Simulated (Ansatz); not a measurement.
The reference is K in the bcc (W type) structure (space group Im-3m, No. 229; a = 5.2881 Å; relaxed with 0.1 eV smearing).

Method: PBE, PAW, 420 eV (Ansatz, a program for electronic structure; scalar-relativistic without spin-orbit coupling).

Strains are applied to the cell and any free atomic positions relax.

One change was made to it. Results:

```json
[
 {"quantity": "energy relative to the base (free energy F)", "base": "0 meV/atom", "after": "+7.2 meV/atom"},
 {"quantity": "pressure", "base": "0.0 GPa", "after": "0.4 GPa"}
]
```

**Question.** Which of these changes matches the shifts?
(A) isotropic strain −1.50 %
(B) isotropic strain −1.00 %
(C) isotropic strain −3.00 %
(D) isotropic strain −2.50 %
(E) isotropic strain +1.50 %

**Answer.** C, isotropic strain −3.00 %. For comparison, the energy relative to the base in the other runs: isotropic strain +1.50 % gives +1.6 meV/atom; isotropic strain −2.50 % gives +4.9 meV/atom; isotropic strain −1.00 % gives +0.8 meV/atom; isotropic strain −1.50 % gives +1.7 meV/atom.

Whether these cells are dynamically stable was not tested.
